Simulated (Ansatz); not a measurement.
Results of HSE06-D3(BJ) (Ansatz, a first-principles code, plane waves, PAW) for 1T (CdI2-type) MnI2.

Run with plane-wave cutoff 460 eV, 6×6×4 k mesh (along the axes of the cell as run), Fermi–Dirac smearing 0.01 eV, spin-polarised with parallel moments, scalar-relativistic PAW data made under PBE.

Computed at the level's own relaxed cell.

Q: Predict the smallest direct gap on the k points sampled, band gap, lattice parameter c, Γ–Γ gap and lattice parameter a.

A: 
- smallest direct gap on the k points sampled: 3.15 eV
- band gap: 2.96 eV (on the SCF k mesh)
- lattice parameter c: 6.638 Å
- Γ–Γ gap: 3.91 eV
- lattice parameter a: 4.075 Å

Note: the magnetic order was assumed, not searched for or taken from measurement; the volume lies 7 % below that of the published cell.

Spin–orbit coupling is not included; with these elements it can move the gap by several tenths of an eV or more.

Static lattice: no zero-point or thermal effects.
